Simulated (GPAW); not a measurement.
# GPAW run on NaMgF₃ (Pm-3m, 5 atoms in the cell): self-consistent single point

Method: PBEsol, GPAW PAW datasets PBEsol (made by gpaw-setup) (plane waves; GPAW).

This input was run:

```python
from ase import Atoms
from ase.units import GPa
from gpaw import GPAW, PW

atoms = Atoms(['Na', 'Mg', 'F', 'F', 'F'],
              cell=[[4.019980, 0.000000, 0.000000],
                    [0.000000, 4.019980, 0.000000],
                    [0.000000, 0.000000, 4.019980]],
              positions=[[0.000000, 0.000000, 0.000000],
                         [2.009990, 2.009990, 2.009990],
                         [2.009990, 2.009990, 0.000000],
                         [0.000000, 2.009990, 2.009990],
                         [2.009990, 0.000000, 2.009990]],
              pbc=True)

calc = GPAW(mode=PW(900),
            xc='PBEsol',
            kpts={'size': (8, 8, 8), 'gamma': True},
            occupations={'name': 'fixed-uniform'},
            nbands=-8,
            convergence={'forces': 0.001, 'bands': -6},
            symmetry={'symmorphic': False, 'tolerance': 0.0005},
            maxiter=120)

atoms.calc = calc

energy = atoms.get_potential_energy()
print('Energy (eV):', round(energy, 6))
forces = atoms.get_forces()
print('Forces (eV/Ang):')
print(forces.round(5))
stress = atoms.get_stress()
print('Stress (GPa, Voigt):', (stress / GPa).round(4))
```

The program printed (abridged):

```
Input parameters:
  convergence: {bands: -6,
                forces: 0.001}
  kpts: {gamma: True,
         size: (8, 8, 8)}
  maxiter: 120
  mode: {ecut: 900.0000000000001,
         name: pw}
  nbands: -8
  occupations: {name: fixed-uniform}
  symmetry: {symmorphic: False,
             tolerance: 0.0005}
  xc: PBEsol

species:
  Na:
    name: Sodium
    Z: 11.0
    valence: 7
    core: 4
    charge: 0.0
    file: Na.PBEsol.gz

    # Using partial waves for Na as LCAO basis

  Mg:
    name: Magnesium
    Z: 12.0
    valence: 10
    core: 2
    charge: 0.0
    file: Mg.PBEsol.gz

    # Using partial waves for Mg as LCAO basis

  F:
    name: Fluorine
    Z: 9.0
    valence: 7
    core: 2
    charge: 0.0
    file: F.PBEsol.gz

    # Using partial waves for F as LCAO basis

Reference energy: -17963.707287  # eV

Spin-paired calculation

Convergence criteria:
 Maximum [total energy] change in last 3 cyles: 0.0005 eV / valence electron
 Maximum integral of absolute [dens]ity change: 0.0001 electrons / valence electron
 Maximum integral of absolute [eigenst]ate change: 4e-08 eV^2 / valence electron
 Maximum change in the atomic [forces] across last 2 cycles: 0.001 eV/Ang OR
Maximum error relative to the maximum force is below inf
 Maximum number of scf [iter]ations: 120

Symmetries present (total): 48
Symmetries with fractional translations: 0
512 k-points: 8 x 8 x 8 Monkhorst-Pack grid + [1/16,1/16,1/16]
35 k-points in the irreducible part of the Brillouin zone
       k-points in crystal coordinates                weights
   0:     0.00000000    0.00000000    0.00000000          1/512
   1:     0.12500000    0.00000000    0.00000000          6/512
   2:     0.12500000    0.12500000    0.00000000         12/512
   [... 7 lines left out ...]
          ...
  34:     0.50000000    0.50000000    0.50000000          1/512

Wave functions: Plane wave expansion
  Cutoff energy: 900.000 eV
  Number of coefficients (min, max): 3911, 4013
  Pulay-stress correction: 0.000000 eV/Ang^3 (de/decut=0.000000)

Occupation numbers: # Uniform distribution of occupation numbers

Eigensolver

Densities:
  Coarse grid: 28*28*28 grid
  Fine grid: 56*56*56 grid
  Total Charge: 0.000000

Density mixing:
  Method: separate
  Backend: pulay
  Linear mixing parameter: 0.05
  old densities: 5
  Damping of long wavelength oscillations: 50

Hamiltonian:
  XC and Coulomb potentials evaluated on a 56*56*56 grid
  External potential:
    NoExternalPotential

XC parameters: PBEsol with 2 nearest neighbor stencil

Number of atoms: 5
Number of atomic orbitals: 27
Number of bands in calculation: 27
Number of valence electrons: 38
Bands to converge: 21

Density initialized from atomic densities
  27 bands from LCAO basis set

Atomic positions and initial magnetic moments

Positions:
   0 Na     0.000000    0.000000    0.000000    ( 0.0000,  0.0000,  0.0000)
   1 Mg     2.009990    2.009990    2.009990    ( 0.0000,  0.0000,  0.0000)
   2 F      2.009990    2.009990    0.000000    ( 0.0000,  0.0000,  0.0000)
   3 F      0.000000    2.009990    2.009990    ( 0.0000,  0.0000,  0.0000)
   4 F      2.009990    0.000000    2.009990    ( 0.0000,  0.0000,  0.0000)

Unit cell:
           periodic     x           y           z      points  spacing
  1. axis:    yes    4.019980    0.000000    0.000000    28     0.1436
  2. axis:    yes    0.000000    4.019980    0.000000    28     0.1436
  3. axis:    yes    0.000000    0.000000    4.019980    28     0.1436

  Lengths:   4.019980   4.019980   4.019980
  Angles:   90.000000  90.000000  90.000000

Effective grid spacing dv^(1/3) = 0.1436

     iter     time        total  log10-change:
                         energy   eigst   dens  force
iter:   1 --:--:--   -26.319563   +0.02
iter:   2 --:--:--   -25.978257   -0.99  -1.21
iter:   3 --:--:--   -24.999376   -0.69  -1.26
iter:   4 --:--:--   -25.076299   -0.82  -1.49
iter:   5 --:--:--   -24.978533   -1.21  -1.65
iter:   6 --:--:--   -24.965340   -2.06  -2.23
iter:   7 --:--:--   -24.975763c  -2.77  -2.48
iter:   8 --:--:--   -24.959035c  -2.43  -2.28
iter:   9 --:--:--   -24.958947c  -3.98  -3.22
iter:  10 --:--:--   -24.959000c  -5.16  -3.44
iter:  11 --:--:--   -24.958869c  -4.57  -3.32
iter:  12 --:--:--   -24.958869c  -5.66  -4.34c
iter:  13 --:--:--   -24.958869c  -7.46c -4.76c
iter:  14 --:--:--   -24.958869c  -7.21  -4.85c
iter:  15 --:--:--   -24.958869c  -7.48c -4.78c -25.45c

Converged after 15 iterations.

Dipole moment: (-0.000000, -0.000000, -0.000000) |e|*Ang

Energy contributions relative to reference atoms: (reference = -17963.707287)

Kinetic:        +18.527249
Potential:      -18.624754
External:        +0.000000
XC:             -24.853815
Entropy (-ST):   +0.000000
Local:           -0.007549
SIC:             +0.000000
--------------------------
Free energy:    -24.958869
Extrapolated:   -24.958869

Showing only first 2 kpts
 Kpt  Band  Eigenvalues  Occupancy
  0    17     -1.62286    2.00000
  0    18     -1.62286    2.00000
  0    19      4.40873    0.00000
  0    20     11.38882    0.00000

  1    17     -1.64464    2.00000
  1    18     -1.64464    2.00000
  1    19      4.66632    0.00000
  1    20     11.06421    0.00000

Fermi level: 1.60531

Gap: 5.607 eV
Transition (v -> c):
  (s=0, k=34, n=18, [0.50, 0.50, 0.50]) -> (s=0, k=0, n=19, [0.00, 0.00, 0.00])
Direct/indirect transitions are different
Direct gap: 6.032 eV
Transition at: (s=0, k=0, n=18, [0.00, 0.00, 0.00])
Energy (eV): -24.958869

Forces in eV/Ang:
  0 Na   -0.00000    0.00000    0.00000
  1 Mg    0.00000    0.00000    0.00000
  2 F     0.00000   -0.00000    0.00000
  3 F     0.00000    0.00000    0.00000
  4 F     0.00000    0.00000    0.00000

Stress tensor:
     0.039579     0.000000     0.000000
     0.000000     0.039579     0.000000
     0.000000     0.000000     0.039579
Stress (GPa, Voigt): [6.3413 6.3413 6.3413 0.     0.     0.    ]
```

The run converged in 15 iterations. GPAW prints stress with tension positive.

At such cutoffs GPAW's stress carries a finite-basis (Pulay) error, which enters relaxed cells too; its log prints stress with tension positive.

The starting cell comes from a database of computed structures (which also holds hypothetical and non-ambient phases and stackings), without a prior relaxation at this level. Its lattice was rescaled by a random factor within 2.5 % of one.

Cost on one core of a shared machine: roughly 60 s.
